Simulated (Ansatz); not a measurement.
## fcc Au (1 1 0) on germanium (1 1 0) (film strained to the substrate, started from cuts of the bulks and a machine-learned relaxation)

A periodic stack without vacuum, fcc Au (1 1 0) on germanium (1 1 0) (film strained to the substrate, started from cuts of the bulks and a machine-learned relaxation): substrate slab Ge16, film Au16, surface cells [[0, -1], [1, -1]] and [[1, 0], [1, 2]], film strained by -2.0 and -2.0 %, outermost planes Ge/Ge and Au/Au as cut, which need not be the usual terminations and can put a slab off its formula.

The start was prepared with a machine-learned potential, and the result is one local minimum, with the in-plane cell held and forces under 0.04 eV/Å; the film can end far from its bulk form.

These are PBE (plane waves to 420 eV, PAW; Ansatz, a program for electronic structure) values and carry that method's errors. No spin–orbit coupling; the runs are not spin-polarised; PBE gaps are too small against experiment. Its k-point mesh 9×6×1, Fermi–Dirac width 0.05 eV.

The interface area is 23.5 Å² and the period comes out as 29.28 Å. The gaps between the outermost planes at the two interfaces is 2.19 and 2.20 Å and the Au–Ge contacts across the interfaces within 1.22 times the sum of covalent radii comes out as 4, mean 2.51 Å.

```
AuGe
1.0
    4.07263     0.00027    -0.04949
    4.07287     5.76006     0.00068
   -1.71280     1.21504    29.31965
Ge Au
16 16
Cartesian
  2.73763   2.87925   3.17642
  4.77189   4.30076   3.16607
  4.76012   5.77099   1.14709
  2.71376   1.44526   1.13467
  2.77879   2.83922   7.25089
  4.81459   4.27833   7.23976
  4.79449   5.73732   5.20893
  2.75735   1.41188   5.19735
  2.82172   2.81177  11.33221
  4.85817   4.24593  11.32077
  4.83840   5.70446   9.28982
  2.80184   1.38287   9.27982
  2.85816   2.78044  15.39281
  4.90357   4.21513  15.38272
  4.87993   5.68306  13.36177
  2.84549   1.34338  13.35263
  3.91268   6.36381  19.13393
  3.91181   3.48540  19.07776
  1.92577   2.01201  17.59688
  1.79142   4.98991  17.61900
  3.95226   3.44823  22.14866
  3.94538   6.32978  22.18429
  1.90344   4.90417  20.64132
  1.88508   2.03017  20.61744
  3.99539   6.29499  25.22677
  3.97814   3.41036  25.20384
  1.93466   1.99156  23.67175
  1.92745   4.86895  23.68427
  4.09074   3.42967  28.22140
  3.95616   6.21187  28.25240
  1.96795   4.83694  26.73520
  1.96814   1.95475  26.74046
```
